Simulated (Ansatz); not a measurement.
Ansatz (a quantum-chemistry and plane-wave program) run on HgTe (F-43m, 2 atoms in the cell): self-consistent single point.

Method: PBE (plane waves, PAW; Ansatz).

The change in words: lattice scaled by 0.98. Reference geometry:
```
CELL_PARAMETERS angstrom
      0.00000     3.28846     3.28846
      3.28846     0.00000     3.28846
      3.28846     3.28846     0.00000
ATOMIC_POSITIONS crystal
  Hg 0.00000 0.00000 0.00000
  Te 0.25000 0.25000 0.25000
```

Reference input (self-consistent single point, DFT, PBE, plane waves, default PAW files): kpoints.mp_grid.grid = 9 9 9; hamiltonian.xc = pbe; hamiltonian.pseudopotentials = {kind: paw} (the program's default PAW files); scf.occupations.method = fermi_dirac; scf.occupations.width = 0.05 eV. This run's input differs from it in these lines:

Ansatz 0.2 input:
```diff
@@ -3,8 +3,8 @@
   lattice:
-    - [0.000000, 3.288463, 3.288463]
-    - [3.288463, 0.000000, 3.288463]
-    - [3.288463, 3.288463, 0.000000]
+    - [0.000000, 3.222694, 3.222694]
+    - [3.222694, 0.000000, 3.222694]
+    - [3.222694, 3.222694, 0.000000]
   atoms:
     - { symbol: Hg, position_ang: [0.000000, 0.000000, 0.000000] }
-    - { symbol: Te, position_ang: [1.644232, 1.644232, 1.644232] }
+    - { symbol: Te, position_ang: [1.611347, 1.611347, 1.611347] }
 kpoints:
```

Output (repeated stretches shortened):

```
SCF iter   1: F=—  HF=-20793.672006 eV  |F-HF|=—  |Δ(HF+E_count)|=         —  Δρ=1.19e-3  dr2=2.04e-3  ethr=1.77e-3  ⟨swp⟩=6.1  Hψ=3677  notcnv=0
all-band conjugate gradients solve this SCF's bands
preconditioner: auto → none
SCF iter   2: F=—  HF=-20793.671818 eV  |F-HF|=—  |Δ(HF+E_count)|=   1.88e-4  Δρ=5.32e-4  dr2=2.24e-4  ethr=5.66e-6  ⟨swp⟩=2.5  Hψ=1556  notcnv=0
SCF iter   3: F=—  HF=-20793.671902 eV  |F-HF|=—  |Δ(HF+E_count)|=   8.39e-5  Δρ=2.31e-4  dr2=3.36e-5  ethr=6.21e-7  ⟨swp⟩=2.1  Hψ=1078  notcnv=0
SCF iter   4: F=—  HF=-20793.671951 eV  |F-HF|=—  |Δ(HF+E_count)|=   4.90e-5  Δρ=9.13e-5  dr2=6.44e-6  ethr=9.33e-8  ⟨swp⟩=2.0  Hψ=1072  notcnv=0
SCF iter   5: F=—  HF=-20793.671966 eV  |F-HF|=—  |Δ(HF+E_count)|=   1.53e-5  Δρ=2.07e-5  dr2=2.67e-7  ethr=1.79e-8  ⟨swp⟩=2.0  Hψ=1086  notcnv=0
SCF iter   6: F=-20793.671967 eV  HF=-20793.671967 eV  |F-HF|=3.69e-8  |Δ(HF+E_count)|=   1.17e-6  Δρ=3.45e-6  dr2=8.35e-9  ethr=2.78e-10  ⟨swp⟩=7.0  Hψ=3472  notcnv=0
SCF 1 converged in 6 iterations: F = -20793.671967 eV  dr2 = 8.35e-9
Free energy (F): -20793.671967 eV
Internal energy: -20793.671507 eV  (E = F + TS)
E sigma→0 (E₀):  -20793.671737 eV
Entropy (-TS):   -0.000460 eV (-0.230 meV/atom)
Fermi energy:    8.939542 eV
--- Forces (eV/Å), atoms counted from 1 ---
  atom   1  Hg     0.00000000    -0.00000000    -0.00000000
  atom   2  Te    -0.00000000     0.00000000     0.00000000
--- Stress (GPa, compression-positive) ---
        4.111617      -0.000000      -0.000000
        0.000000       4.111617       0.000000
       -0.000000       0.000000       4.111617
  P = ⅓ Tr σ = 4.1116 GPa (41.116 kbar)
  The stress holds the Pulay correction. Without it, at fixed plane waves, as pw.x and ABINIT print it: P = 4.0764 GPa
```

The run converged in 6 iterations. Against the reference run the free energy goes up by 33.9 meV/atom and the pressure goes from 1.25 to 4.11 GPa.

The starting cell has typed, rounded lattice constants, without a prior relaxation at this level. Its lattice was rescaled by a random factor within 2.5 % of one. For this run, on top of that: lattice scaled by 0.98. With a pressure of about 4 GPa the cell is away from its equilibrium volume at this level. Ansatz's pressure includes its estimate of the finite-basis (Pulay) stress. The run gives no clean gap (levels at the Fermi energy touch, overlap or are partly filled at this smearing), which alone does not show that the compound is a metal.
